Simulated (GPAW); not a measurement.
GPAW run on Mo3Os (Pm-3n, 8 atoms in the cell): self-consistent single point.

Computed with LDA (Perdew-Wang 92), GPAW PAW datasets LDA (gpaw-data 1.0.1) (plane waves; GPAW).

```xyz
8
Lattice="4.9763 0.0000 0.0000 0.0000 4.9763 0.0000 0.0000 0.0000 4.9763" Properties=species:S:1:pos:R:3 pbc="T T T"
Mo     1.2441     0.0000     2.4881
Mo     3.7322     0.0000     2.4881
Mo     2.4881     3.7322     0.0000
Mo     2.4881     1.2441     0.0000
Mo     0.0000     2.4881     3.7322
Mo     0.0000     2.4881     1.2441
Os     0.0000     0.0000     0.0000
Os     2.4881     2.4881     2.4881
```

Reference input (self-consistent single point, DFT LDA (Perdew-Wang 92), plane waves, GPAW PAW datasets LDA (gpaw-data 1.0.1)): mode = pw; ecut = 550 eV; xc = LDA; kpts = 5 5 5; mesh shift (steps) = 0 0 0; occupations.name = methfessel-paxton; occupations.width = 0.2 eV; occupations.order = 0; nbands = -16; convergence.forces = 0.001 eV/Å; symmetry.symmorphic = false; symmetry.tolerance = 0.0005. This run's input differs from it in these lines:

```diff
@@ -20,3 +20,3 @@
             xc='LDA',
-            kpts=(5, 5, 5),
+            kpts={'size': (4, 4, 4), 'gamma': True},
             occupations={'name': 'methfessel-paxton', 'width': 0.2, 'order': 0},
```

Output (repeated stretches shortened):

```
     iter     time        total  log10-change:
                         energy   eigst   dens  force
iter:   1 --:--:--  -107.924119
iter:   2 --:--:--  -106.076075   -0.48  -1.17
iter:   3 --:--:--  -102.565307   -0.66  -1.21
iter:   4 --:--:--  -100.952421   -1.21  -1.33
iter:   5 --:--:--  -100.257528   -0.79  -1.50
iter:   6 --:--:--  -100.325687   -1.65  -2.00
iter:   7 --:--:--  -100.025916   -1.75  -2.00
iter:   8 --:--:--  -100.021395   -2.58  -2.48
iter:   9 --:--:--  -100.018066c  -3.10  -2.47
iter:  10 --:--:--   -99.999047c  -3.49  -2.51
iter:  11 --:--:--   -99.995350c  -3.11  -2.77
iter:  12 --:--:--   -99.994519c  -4.45  -3.31
iter:  13 --:--:--   -99.994279c  -5.12  -3.61
iter:  14 --:--:--   -99.994325c  -4.88  -3.58
iter:  15 --:--:--   -99.994283c  -5.80  -3.75
iter:  16 --:--:--   -99.994283c  -6.46  -4.22c
iter:  17 --:--:--   -99.994292c  -6.15  -4.26c
iter:  18 --:--:--   -99.994284c  -7.14  -4.35c
iter:  19 --:--:--   -99.994283c  -7.82c -4.42c
iter:  20 --:--:--   -99.994284c  -8.60c -4.44c -16.33c
Converged after 20 iterations.

Dipole moment: (-0.000008, -0.000008, -0.000008) |e|*Ang

Energy contributions relative to reference atoms: (reference = -1597433.181126)

Kinetic:        -79.482557
Potential:      +43.391064
External:        +0.000000
XC:             -62.011772
Entropy (-ST):   -0.189187
Local:           -1.796425
SIC:             +0.000000
--------------------------
Free energy:   -100.088877
Extrapolated:   -99.994284

Showing only first 2 kpts
 Kpt  Band  Eigenvalues  Occupancy
  0    54     12.06754    2.00000
  0    55     13.94041    0.00259
  0    56     13.94041    0.00259
  0    57     13.94041    0.00259

  1    54     12.52518    2.00000
  1    55     12.94644    1.99994
  1    56     13.70155    0.18560
  1    57     13.70155    0.18560

Fermi level: 13.51435

No gap
   [... lines left out ...]
  2 Mo    0.00000   -0.00000    0.00000
  3 Mo    0.00000   -0.00000    0.00000
  4 Mo    0.00000    0.00000   -0.00000
  5 Mo    0.00000    0.00000    0.00000
  6 Os   -0.00000   -0.00000    0.00000
  7 Os    0.00000    0.00000    0.00000

Stress tensor:
     0.072013     0.000000     0.000000
     0.000000     0.072013     0.000000
     0.000000     0.000000     0.072013
Stress (GPa, Voigt): [11.5378 11.5378 11.5378  0.      0.      0.    ]
```

The run converged in 20 iterations. GPAW prints stress with tension positive. Against the reference run the free energy rises by 37.1 meV/atom and the pressure goes from -12.29 to -11.54 GPa.

The starting cell comes from a database of computed structures (which also holds hypothetical and non-ambient phases and stackings), without a prior relaxation at this level. Spin polarisation is off. With a pressure of about -12 GPa the cell is away from its equilibrium volume at this level.

Cost on one core of a shared machine: roughly 50 s.
